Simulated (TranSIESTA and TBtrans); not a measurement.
Junction: Si chain with one bond stretched by 2.0 Å. Leads: straight Si chain, spacing 2.137 Å. Geometry: as built, not relaxed. Transport runs along z; the first 6 and the last 6 of the 20 atoms are the lead cells, repeated to infinity.

```xyz
20
Lattice="9.000 0.000 0.000 0.000 9.000 0.000 0.000 0.000 44.740" Properties=species:S:1:pos:R:3 pbc="F F T"
Si     4.500     4.500     0.000
Si     4.500     4.500     2.137
Si     4.500     4.500     4.274
Si     4.500     4.500     6.411
Si     4.500     4.500     8.548
Si     4.500     4.500    10.685
Si     4.500     4.500    12.822
Si     4.500     4.500    14.959
Si     4.500     4.500    17.096
Si     4.500     4.500    19.233
Si     4.500     4.500    23.370
Si     4.500     4.500    25.507
Si     4.500     4.500    27.644
Si     4.500     4.500    29.781
Si     4.500     4.500    31.918
Si     4.500     4.500    34.055
Si     4.500     4.500    36.192
Si     4.500     4.500    38.329
Si     4.500     4.500    40.466
Si     4.500     4.500    42.603
```

Run with TranSIESTA and TBtrans (open boundaries, self-consistent; PseudoDojo norm-conserving potentials, scalar-relativistic): PAO.BasisSize DZP, PAO.EnergyShift 0.15 eV, XC.Authors PBE, Mesh.Cutoff 200 Ry, ElectronicTemperature 300 K, TS.Voltage 0.0 eV, TBT.Elecs.Eta 0.001 eV, no spin polarisation.

Energies count from the leads' Fermi level. Transmissions are for one spin of a degenerate pair. The energy step is 0.01 eV; narrower resonances are cut or missed.

| E (eV) | T |
|---|---|
| -0.20 | 0.0400 |
| -0.15 | 0.0436 |
| -0.10 | 0.0469 |
| -0.05 | 0.0498 |
| 0.00 | 0.0524 |
| 0.05 | 0.0547 |
| 0.10 | 0.0567 |
| 0.15 | 0.0585 |
| 0.20 | 0.0601 |

**Question.** Give the zero-bias conductance in μS and the resistance at 300 K.

**Answer.** At the Fermi level T = 0.0524. Averaged with −∂f/∂E over the full grid (kT = 25.9 meV) it is 0.0523. With G0 = 2e²/h = 77.48 μS, G = 4.05 μS and R = 1/G = 247 kΩ.

**Question.** Estimate the thermopower by Mott's formula S = −(π²/3)(kB²T/e) d ln T/dE from the rows at -0.05 and 0.05 eV.

**Answer.** d ln T/dE = 0.938 eV⁻¹ and (π²/3) kB²T/e = 7.33 μV/K · eV, so S = -6.9 μV/K; the full integral gives -6.9 μV/K. A negative sign means that T rises with energy over the thermal window.

**Question.** The eigenchannels at the Fermi level transmit 0.0244, 0.0140, 0.0140. What Fano factor of the shot noise follows at low temperature and bias?

**Answer.** F = Σ τ(1 − τ)/Σ τ = 0.0514/0.0524 = 0.98.

The straight chain is held at its spacing; free chains may zigzag or dimerise. No spin-polarised start was tried, so a magnetic state, if there is one, is missed.
